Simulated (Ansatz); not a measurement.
The reference is HfO$_{2}$ in the fluorite structure (space group Fm-3m, No. 225; a = 5.058 Å).

Level of theory: r2SCAN/PAW in Ansatz (an electronic-structure program), without spin-orbit coupling.

Before the change:

| Property | Result |
|---|---|
| Electron mass | 1.1 mₑ along k, 0.76 mₑ across (at X) |
| Volume per atom | 10.79 Å³ |
| Band gap | 4.30 eV |

One thing is altered: a negative pressure, −2 GPa.

Predict the new electron mass.

The electron mass goes from 1.1 mₑ along k, 0.76 mₑ across (at X) to 1.2 mₑ along k, 0.76 mₑ across (at X).

Estimate the effect on the volume per atom.

The volume per atom goes up by 0.08 Å³ to 10.87 Å³.

What happens to the band gap?

The band gap falls by 0.02 eV, from 4.30 eV to 4.28 eV.

Spin-orbit coupling, missing from the scalar runs, can matter with Hf. Load acts through the strain it causes; cell and atoms are relaxed under it. Masses are band curvatures over ±0.01 Å⁻¹ around the edge. Along k means along the line from Γ to the band edge. No phonon test of stability was made. This is not the structure that HfO2 has at room temperature and ambient pressure.
